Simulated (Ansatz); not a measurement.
# GaN, response to strain

The parent structure is GaN in the zinc blende structure (space group F-43m, No. 216).

```yaml
crystal:
  lattice:
    - [0.00000, 2.24895, 2.24895]
    - [2.24895, 0.00000, 2.24895]
    - [2.24895, 2.24895, 0.00000]
  atoms:
    - { symbol: Ga, position: [0.00000, 0.00000, 0.00000] }
    - { symbol: N, position: [0.25000, 0.25000, 0.25000] }
```

Strains are applied to the cell and any free atomic positions relax.

All numbers come from DFT with r2SCAN, PAW potentials and a 500 eV plane-wave cutoff in Ansatz (a first-principles code), no spin-orbit coupling.

Notes on the quantities. energy relative to the base: free energy F.

```tsv
isotropic strain (%)	energy relative to the base (meV/atom)
0	0.0
0.5	1.5
1	6.1
1.5	13.4
2	23.5
2.5	?
3	51.2
```

Q: Fit ΔE = Aε² + Bε³ (ε in %) to the rows shown and predict the withheld row.

A: Least squares on the printed values gives A = 6.24 and B = -0.18 meV/atom (largest residual 0.0 meV/atom); this predicts 36.1 meV/atom, and the run gives 36.1 meV/atom, in agreement.

Whether these cells are dynamically stable was not tested. This is not the structure that GaN has at room temperature and ambient pressure.
